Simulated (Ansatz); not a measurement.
## A computed series for SiC: response to strain

The parent structure is SiC (space group P6_3mc, No. 186; a = 3.078 Å, c = 10.077 Å). Axes: x lies along a and z along c of the hexagonal cell.

Strains are applied to the cell and any free atomic positions relax; under biaxial strain the out-of-plane vector relaxes too.

All numbers come from r2SCAN/PAW in Ansatz (an electronic-structure program), spin-orbit coupling left out, earlier PAW set.

Notes on the quantities. pressure: mean of the normal stresses, compression positive.

```json
[
 {"change": "base", "shortest interatomic distance": "1.883 Å", "band gap": "2.60 eV", "pressure": "0.00 GPa"},
 {"change": "biaxial strain −4.99 %, plane normal [001], relaxed out of plane", "shortest interatomic distance": "1.816 Å", "band gap": "2.08 eV", "pressure": "25.60 GPa"},
 {"change": "biaxial strain −4.49 %, plane normal [001], relaxed out of plane", "shortest interatomic distance": "1.822 Å", "band gap": "2.15 eV", "pressure": "22.58 GPa"},
 {"change": "tensor shear ε_xy = +0.91 %", "shortest interatomic distance": "1.877 Å", "band gap": "2.45 eV", "pressure": "0.02 GPa"}
]
```

Stability against distortions was not tested.
